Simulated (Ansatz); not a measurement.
Ansatz (a quantum-chemistry and plane-wave program) run on Tc₃Pt (P6_3/mmc, 8 atoms in the cell): relaxation of cell and atoms.

Level of theory: PBEsol, default PAW files made with PBE (plane waves; Ansatz).

The change in words: atoms on their sites; basis.ecutwfc: 500 eV → 250 eV; relax: default → cell and atoms. Reference geometry:
```yaml
crystal:
  lattice:
    - [5.49734, 0.00000, 0.00000]
    - [-2.74867, 4.76084, 0.00000]
    - [0.00000, 0.00000, 4.35916]
  atoms:
    - { symbol: Tc, position: [0.15750, 0.31500, 0.25000] }
    - { symbol: Tc, position: [0.84250, 0.68500, 0.75000] }
    - { symbol: Tc, position: [0.84250, 0.15750, 0.75000] }
    - { symbol: Tc, position: [0.15750, 0.84250, 0.25000] }
    - { symbol: Tc, position: [0.68500, 0.84250, 0.25000] }
    - { symbol: Tc, position: [0.31500, 0.15750, 0.75000] }
    - { symbol: Pt, position: [0.33333, 0.66667, 0.76147] }
    - { symbol: Pt, position: [0.66667, 0.33333, 0.25000] }
```

Reference input (self-consistent single point, DFT, PBEsol, plane waves, default PAW files made with PBE): basis.ecutwfc = 500 eV; kpoints.mp_grid.grid = 3 3 3; hamiltonian.xc = pbesol; hamiltonian.pseudopotentials = {kind: paw} (the program's default PAW files); scf.occupations.method = gaussian; scf.occupations.width = 0.1 eV. This run's input differs from it in these lines:

Ansatz 0.2 input:
```diff
@@ -13,6 +13,6 @@
     - { symbol: Tc, position: [0.31500000, 0.15750000, 0.75000000] }
-    - { symbol: Pt, position: [0.33333300, 0.66666700, 0.76147000] }
+    - { symbol: Pt, position: [0.33333300, 0.66666700, 0.75000000] }
     - { symbol: Pt, position: [0.66666700, 0.33333300, 0.25000000] }
 basis:
-  ecutwfc: 500.0
+  ecutwfc: 250.0
 kpoints:
@@ -24,2 +24,4 @@
   occupations: { method: gaussian, width: 0.1 }
+relax:
+  cell: {}
 output:
```

Log, with long lists cut:

```
   [... SCF lines of the steps left out ...]
relax step   1: F+E_penalty+E_count = -56756.81470215 eV  Δ(F+E_penalty+E_count) = +0.000e0 eV  max|allowed force component| = 2.457e0 eV/Å  Δτ_max = 0.0000 Å  P = +13.900 GPa  Ω = 114.088 Å³  (9 SCF iters, dr2 threshold 1.00e-7 eV, accepted)
relax step   2: F+E_penalty+E_count = -56742.16362524 eV  Δ(F+E_penalty+E_count) = +1.465e1 eV  max|allowed force component| = 2.775e0 eV/Å  Δτ_max = 0.1226 Å  P = -72.425 GPa  Ω = 121.851 Å³  energy of the carried Pulay correction = -1.305e1 eV  (7 [...]
   [... lines left out ...]
relax step 119: F+E_penalty+E_count = -56758.10441520 eV  Δ(F+E_penalty+E_count) = -2.540e-1 eV  max|allowed force component| = 3.669e-2 eV/Å  Δτ_max = 0.0000 Å  P = -0.781 GPa  Ω = 115.685 Å³  stress off target by 9.87e-1 GPa  SCF on the basis [...]
relax step 120: F+E_penalty+E_count = -56758.38559282 eV  Δ(F+E_penalty+E_count) = -2.812e-1 eV  max|allowed force component| = 2.127e-3 eV/Å  Δτ_max = 0.0008 Å  P = +1.147 GPa  Ω = 115.511 Å³  energy of the carried Pulay correction = +2.812e-1 eV  [...]
Step failed. What follows is not a result of the run: it is the report of the last solve that finished, which converged after 7 SCF iterations.
Free energy (F): -56758.385593 eV
Internal energy: -56758.355397 eV  (E = F + TS)
E sigma→0 (E₀):  -56758.370495 eV
Entropy (-TS):   -0.030196 eV (-3.775 meV/atom)
Fermi energy:    23.495365 eV
--- Forces (eV/Å), atoms counted from 1 ---
   [... lines left out ...]
Error: variable-cell relaxation did not converge after 120 `relax_step` rows, as none of its last 40 fresh-basis SCF(s) at a relaxed cell met both thresholds with a finite energy. The last misses `relax.f_tol` and `relax.cell.stress_tol`: largest allowed force component 3.67e-2 eV/Å (`relax.f_tol` 1.00e-2 eV/Å), stress off the target on the free part of the cell 9.87e-1 GPa (`relax.cell.stress_tol` 5.00e-2 GPa), F+E_penalty+E_count -56758.10441520 eV. The closest is row 41, whose structure comes with this error. Larger ratio of force or stress to its threshold at each such SCF whose figures are numbers: 403.232, 126.802, 43.727, 28.243, 33.655, 30.307, 33.905, 15.602, 18.586, [...]
  cell:  # Å, volume = 115.6501 Å³
   [... lines left out ...]
    - [-2.352133110073756e-32, 5.3084036689527524e-33, 4.430700367620752]
  atoms:
    - { symbol: Tc, position: [0.16337606820309042, 0.32675213640618084, 0.25000000000000006] }
    - { symbol: Tc, position: [0.8366239317969097, 0.6732478635938196, 0.7500000000000001] }
    - { symbol: Tc, position: [0.8366239317969095, 0.16337606820309042, 0.7500000000000001] }
    - { symbol: Tc, position: [0.16337606820309059, 0.8366239317969099, 0.25000000000000006] }
    - { symbol: Tc, position: [0.6732478635938194, 0.8366239317969099, 0.25000000000000006] }
    - { symbol: Tc, position: [0.32675213640618084, 0.16337606820309042, 0.7500000000000001] }
    - { symbol: Pt, position: [0.33333333333333337, 0.6666666666666667, 0.7500000000000001] }
    - { symbol: Pt, position: [0.6666666666666667, 0.33333333333333337, 0.25000000000000006] }
```

The relaxation ended unconverged.  The full log also holds: “iter 5 did not close the SCF: its close was put off for the readings that it lacked (scf_convergence_deferred on its scf_iter line)”. The full log also holds: “iter 3 did not close the SCF: its close was put off for the readings that it lacked (scf_convergence_deferred on its scf_iter line)”.

The starting cell comes from a database of computed structures (which also holds hypothetical and non-ambient phases and stackings), without a prior relaxation at this level. Its lattice was rescaled by up to half a per cent. The cutoff lies below the one recommended for these files.

Cost on one core of a shared machine: roughly 4 min.
